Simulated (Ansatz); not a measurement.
The parent structure is GaP in the zinc blende structure (space group F-43m, No. 216).

```
CELL_PARAMETERS angstrom
      0.00000     2.71928     2.71928
      2.71928     0.00000     2.71928
      2.71928     2.71928     0.00000
ATOMIC_POSITIONS crystal
  Ga 0.00000 0.00000 0.00000
  P  0.25000 0.25000 0.25000
```

All numbers come from Kohn–Sham DFT with the PBEsol functional, run in Ansatz (a quantum-chemistry and plane-wave program) with PAW and 420 eV plane waves, no SOC.

Strains are applied to the cell and any free atomic positions relax.

One change was made to it. Results:

The pressure goes from zero to 5.89 GPa; the band gap decreases by 0.118 eV (1.45 eV → 1.34 eV); the energy goes up by 21 meV/atom.

Question: Which change produced these results?
A. isotropic strain −2.50 %
B. isotropic strain +1.00 %
C. isotropic strain −2.00 %
D. isotropic strain +2.50 %
E. isotropic strain −3.00 %

Answer: C, isotropic strain −2.00 %. For comparison, the energy relative to the base in the other runs: isotropic strain +1.00 % gives +4.6 meV/atom; isotropic strain −2.50 % gives +33 meV/atom; isotropic strain −3.00 % gives +48 meV/atom; isotropic strain +2.50 % gives +28 meV/atom.

No phonon test of stability was made.
